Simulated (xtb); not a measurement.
xtb 6.7.1, GFN2-xTB: Si(Vi)(OMe)3 triplet (C=C[Si](OC)(OC)OC), charge 0, multiplicity 3, 21 atoms. The geometry is a generated start, not checked to be a minimum at this level.

* **method**: GFN2-xTB
* **--acc**: 1 (default)
* **--etemp (K)**: 300 (default)
* **detailed input (--input)**: none: ANC optimiser, Lindh (1995) Hessian, microcycle=20, maxdispl=1.0, hlow=0.01 (default)
* **basis functions**: 54
* **valence electrons**: 54

```xyz
21

C      0.7683    -1.9965    -1.9460
C      0.0317    -0.9290    -1.6827
Si    -0.1447    -0.0924    -0.0034
O      0.1272     1.5233    -0.1083
C      1.2932     2.1674    -0.5411
O      0.9066    -0.8863     0.9427
C      1.0722    -0.7846     2.3307
O     -1.6087    -0.2131     0.6817
C     -2.8211     0.3577     0.2746
H      1.3412    -2.4731    -1.1697
H      0.8272    -2.4340    -2.9314
H     -0.5276    -0.4834    -2.4991
H      1.1274     3.2419    -0.4603
H      2.1489     1.8822     0.0765
H      1.5186     1.9092    -1.5792
H      0.2115    -1.2124     2.8471
H      1.1838     0.2570     2.6405
H      1.9729    -1.3408     2.5975
H     -2.7549     1.4485     0.2877
H     -3.5893     0.0288     0.9756
H     -3.0843     0.0300    -0.7334
```

Charge 0 and multiplicity 3 are set for this test and not shown to be the ground state. GFN-xTB has no spin term: --uhf 2 sets the occupations alone.

The structure is relaxed from this start with --opt LEVEL for the levels crude, sloppy, loose, lax, normal, tight, vtight, extreme, once each. Up to the end of the extreme run atoms move by at most 1.7 Å along an axis.

Problem. Which level is enough to come within 5 meV of the tightest end point?

Solution. tight: 140 cycles against 152, ending 0.067 meV above.

| level | cycles | energy above the extreme run (meV) | gradient norm (eV/Å) |
|---|---|---|---|
| crude | 19 | 130 | 0.47 |
| sloppy | 24 | 100 | 0.13 |
| loose | 29 | 94 | 0.18 |
| lax | 33 | 91 | 0.12 |
| normal | 97 | 43 | 0.027 |
| tight | 140 | 0.067 | 0.016 |
| vtight | 148 | under 0.01 | 0.0042 |
| extreme | 152 | — | 0.0017 |
